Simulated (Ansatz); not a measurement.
## Tb in the hcp (Mg type) structure (space group P6_3/mmc, No. 194; ferromagnetic)

```yaml
crystal:
  lattice:
    - [3.59618, 0.00000, 0.00000]
    - [-1.79809, 3.11438, 0.00000]
    - [0.00000, 0.00000, 5.77085]
  atoms:
    - { symbol: Tb, position: [0.33333, 0.66667, 0.75000] }
    - { symbol: Tb, position: [0.66667, 0.33333, 0.25000] }
```

Calculations: PBE/PAW in Ansatz (a program for electronic structure), spin-orbit coupling left out. Settings: 15×15×8 k-points, 0.05 eV Fermi–Dirac smearing.

```json
{
 "volume_per_atom": "32.32 Å³",
 "density": "8.17 g/cm³",
 "magnetic_state": "ferromagnetic",
 "total_energy": "-9943.669 eV/atom (σ→0; compares only within this code and set-up)"
}
```

The magnetic state is the one reached from the starting moments; the real material's order can differ, and small cells can't hold many antiferromagnetic ones. Open 4f shells without U are poorly described, and the f state was not checked. Whether these cells are dynamically stable was not tested.
